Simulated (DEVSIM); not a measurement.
Structure: Ru/SiO2/n-Si capacitor, at 250 K.

Layer 1 from the left is SiO2, thickness (nm) 5.40. Layer 2 from the left is Si, thickness (nm) 4900, Nd (cm⁻³) 7e14.

Metal gate on the left, work function 4.7 eV. Fixed charge at the semiconductor interface -3.3e10 cm⁻² (in units of +e); no interface traps.

Constants are typed, rounded textbook-type inputs, not results; the design itself was drawn at random and stands for no fabricated device. Values at 300 K; Nc and Nv go as T^1.5, mobilities as T to minus their exponent, the gap by Varshni's rule with the affinity fixed.

SiO2: gap (eV) 9, affinity (eV) 0.9, permittivity 3.9. Si: gap (eV) 1.124, affinity (eV) 4.05, permittivity 11.7, Nc (cm⁻³) 2.86e19, Nv (cm⁻³) 3.1e19, Varshni α (eV/K) 0.000473, Varshni β (K) 636.

Question: Estimate by hand the flat-band voltage, the threshold voltage, and compare with a numerical solution.

Answer: 
- Flat-band voltage: C = 0.639 μF/cm², work-function difference 0.427 V; VFB = φms − qNf/C = 0.44 V; numerical 0.44 V.
- Threshold voltage: φF = 0.344 V, depletion charge √(4εqNφF) = 1.27e-8 C/cm²; VT = VFB − 2φF − Qd/C = -0.27 V; numerical -0.27 V.

Model (solved in DEVSIM): 1D Poisson equation in equilibrium, Boltzmann statistics, complete ionisation; no quantum confinement or tunnelling. Metal contacts follow the ideal Schottky-Mott rule: no Fermi-level pinning, no interface dipoles.
